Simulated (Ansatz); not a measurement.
ZrS2: pressure 4.2 GPa

Take ZrS2 in the CdI2 type structure (space group P-3m1, No. 164; a = 3.6348 Å, c = 5.7197 Å; layered, stacked along the Cartesian z axis) as the base.

Now apply this change: cell and atoms relaxed at a pressure of 4.2 GPa.

Calculations: PBE-D3(BJ) in Ansatz (plane waves to 420 eV, PAW, no spin-orbit coupling). Γ-centred 10×10×6 mesh, Fermi–Dirac width 0.05 eV.

```tsv
quantity	base	changed	shift
volume per atom	21.81 Å³	20.00 Å³	-1.81 Å³
density	3.94 g/cm³	4.30 g/cm³	+0.36 g/cm³
lattice parameter a	3.635 Å	3.568 Å	-0.067 Å
c/a ratio	1.574	1.526	-0.048
shortest interatomic distance	2.557 Å	2.533 Å	-0.024 Å
enthalpy H = E + PV relative to the base's energy	–	+0.55 eV/atom	–
band gap	0.66 eV	0.21 eV	-0.45 eV
gap character	indirect, Γ → L	indirect, Γ → L	–
smallest direct gap	1.41 eV	1.16 eV	-0.25 eV
mean gap deformation potential ΔEg/Δln V	–	+5.2 eV	–
width of the top valence band	2.07 eV	2.42 eV	+0.35 eV
hole mass	–	0.17 mₑ along c, 1.2 mₑ across (at Γ)	–
valence-band top at Γ (three highest levels, from the VBM)	0.00, -0.24, -0.24 eV	0.00, -0.47, -0.47 eV	–
```

Load acts through the strain it causes; cell and atoms are relaxed under it. Effective masses come from finite differences of ±0.01 Å⁻¹. No phonon test of stability was made. A zero or small gap of ZrS2 under pressure 4.2 GPa can be the functional's error rather than a property of the material.

Ansatz is a first-principles code.
